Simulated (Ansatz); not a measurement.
The starting structures come from a database of crystals and need not be the phases stable at ambient conditions.

 Where the default PAW files enter, the runs use the earlier of Ansatz's two default sets.

Evanescent states of Li₃Bi (Fm-3m, not sure to be the ambient phase, 4 atoms a cell, 18.7 Å³ an atom) along the normal of (111)

Calculation: r2SCAN (plane waves, PAW; Ansatz, a quantum-chemistry and plane-wave program).

The gap is the functional's own. No spin-orbit coupling. Mid-gap values are interpolated on the energy grid.

Energies count from the valence-band top; κ is the least over a 12×12 mesh across the current.

```json
[
 {"E (eV)": "0.03", "κ (1/Å)": "0.025", "where": "Γ"},
 {"E (eV)": "0.09", "κ (1/Å)": "0.042", "where": "Γ"},
 {"E (eV)": "0.15", "κ (1/Å)": "0.053", "where": "Γ"},
 {"E (eV)": "0.21", "κ (1/Å)": "[?]", "where": "Γ"},
 {"E (eV)": "0.27", "κ (1/Å)": "[?]", "where": "Γ"},
 {"E (eV)": "0.33", "κ (1/Å)": "[?]", "where": "Γ"},
 {"E (eV)": "0.39", "κ (1/Å)": "[?]", "where": "Γ"},
 {"E (eV)": "0.45", "κ (1/Å)": "[?]", "where": "Γ"},
 {"E (eV)": "0.51", "κ (1/Å)": "[?]", "where": "Γ"},
 {"E (eV)": "0.57", "κ (1/Å)": "[?]", "where": "Γ"},
 {"E (eV)": "0.63", "κ (1/Å)": "0.091", "where": "Γ"},
 {"E (eV)": "0.69", "κ (1/Å)": "0.081", "where": "off Γ"},
 {"E (eV)": "0.75", "κ (1/Å)": "0.039", "where": "off Γ"}
]
```

Problem. Some entries are withheld; supply them.

Solution. 
- 0.21, κ (1/Å): 0.062
- 0.27, κ (1/Å): 0.069
- 0.33, κ (1/Å): 0.074
- 0.39, κ (1/Å): 0.079
- 0.45, κ (1/Å): 0.083
- 0.51, κ (1/Å): 0.086
- 0.57, κ (1/Å): 0.089
